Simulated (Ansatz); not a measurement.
Results of r²SCAN+rVV10 (plane waves, PAW; Ansatz, an electronic-structure program) for SiO₂ (P4₃2₁2, No. 96).

Numerical settings: plane-wave cutoff 560 eV, 8×8×6 k mesh (along the axes of the cell as run), Fermi–Dirac smearing 0.01 eV, scalar-relativistic PAW data made under PBE.

Cell (relaxed at this level):

```cif
data_O8Si4
_chemical_formula_sum 'Si4 O8'
_space_group_name_H-M_alt 'P 1'
_space_group_IT_number 1
_cell_length_a 4.89767
_cell_length_b 4.89767
_cell_length_c 6.74805
_cell_angle_alpha 90.000
_cell_angle_beta 90.000
_cell_angle_gamma 90.000
loop_
_space_group_symop_operation_xyz
  'x, y, z'
loop_
_atom_site_label
_atom_site_type_symbol
_atom_site_fract_x
_atom_site_fract_y
_atom_site_fract_z
_atom_site_occupancy
Si1 Si 0.18824 0.18824 0.00000 1
Si2 Si 0.31176 0.68824 0.75000 1
Si3 Si 0.81176 0.81176 0.50000 1
Si4 Si 0.68824 0.31176 0.25000 1
O1 O 0.62740 0.73427 0.69031 1
O2 O 0.76573 0.12740 0.44031 1
O3 O 0.37260 0.26573 0.19031 1
O4 O 0.23427 0.87260 0.94031 1
O5 O 0.12740 0.76573 0.55969 1
O6 O 0.26573 0.37260 0.80969 1
O7 O 0.87260 0.23427 0.05969 1
O8 O 0.73427 0.62740 0.30969 1
```

Q: Give the computed band gap.

A: 
- band gap = 6.35 eV (on the SCF k mesh)

Note: the volume lies 5 % below that of the published cell.

Static lattice: no zero-point or thermal effects.
